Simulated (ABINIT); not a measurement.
## Equation of state of zinc-blende SiC (space group 216): energy against volume (ABINIT, LDA)

```yaml
crystal:
  lattice:
    - [0.00000, 2.09521, 2.09521]
    - [2.09521, 0.00000, 2.09521]
    - [2.09521, 2.09521, 0.00000]
  atoms:
    - { symbol: Si, position: [0.00000, 0.00000, 0.00000] }
    - { symbol: C, position: [0.75000, 0.75000, 0.75000] }
```

Method: LDA (PW92), norm-conserving pseudopotentials (PseudoDojo nc-sr-04 LDA standard) (plane waves; ABINIT). Settings: pseudos = [Si.upf, C.upf]; ecut = 106 Ry; occopt = 3; tsmear = 0.01 eV; ngkpt = 13 13 13; nshiftk = 1; shiftk = 0 0 0; potentials = PseudoDojo nc-sr-04 LDA standard; nband = 9; kptopt = 1; nstep = 60; tolvrs = 1e-11. The cell above is the first row's. The rows scale it uniformly. In all rows fractional positions and the k mesh are held. E is the free energy at the stated smearing, counted from the lowest row.

| V (Å^3/atom) | E (meV/atom) |
|---|---|
| 9.198 | 68.92 |
| 9.398 | 40.62 |
| 9.598 | 20.27 |
| 9.798 | 7.15 |
| 9.998 | 0.59 |
| 10.198 | 0.00 |
| 10.398 | 4.83 |
| 10.597 | 14.59 |
| 10.797 | ? |

Task: Using the third-order Birch-Murnaghan form, a cubic in V^(-2/3), estimate the missing E at V = 10.797 from the other rows, showing the fit.

Result: With u = V^(-2/3) - 0.217, the rows have u = 0.010792, 0.007548, 0.004418, 0.001395, -0.001528, -0.004354, -0.007090, -0.009726. Least squares gives E = 3.262 + 2293.27·u + 353465·u² - 206544·u³. Residuals (row less fit): 0.002, 0.000, -0.005, 0.002, 0.006, 0.005, -0.014, 0.006; standard error 0.009 (degrees of freedom: 4). Its minimum lies at u = -0.003235, so V0 = (0.213765)^(-3/2) = 10.12. There d²E/du² = 710900 and d³E/du³ = -1239000, so B0 = (4/9) × 10.12^(-7/3) × 710900 × 0.160218 = 229 GPa (the last factor turns the table's units into GPa), and B0' = 4 + (2/3) × 0.213765 × (-1239000)/710900 = 3.8. The program's pressures in the fitted runs (not shown) pass through zero at V = 10.12, 0.01 % from this V0. At the withheld row, u = -0.012294, so E = 3.262 + 2293.27 × (-0.012294) + 353465 × (-0.012294)² - 206544 × (-0.012294)³ = 28.876 meV/atom. The calculation gives 28.82 meV/atom, 0.056 meV/atom below the prediction (0.1 % of the range of E in the table). The row lies outside the fitted rows, so this is an extrapolation. From the scatter of the fitted rows alone, a prediction at this place has a standard error of 0.022 meV/atom, so the miss is 2.5 times that.

Carrying the step between the two nearest rows on in a straight line would have given 24.40, off by 4.42; series whose last step already gives the withheld value aren't shown. The scan was laid around a cell of about the measured size, scaled by a guess for this functional. This is the 3C polytype. The runs keep the symmetry of the cell, so they don't test it for distortions. Cutoffs and mesh are single choices, not tested for convergence of this quantity. Series with a scatter that would blur these digits, or in which a gap closes, are not shown. Nor are scans whose minimum lies at an end fitted in this form.
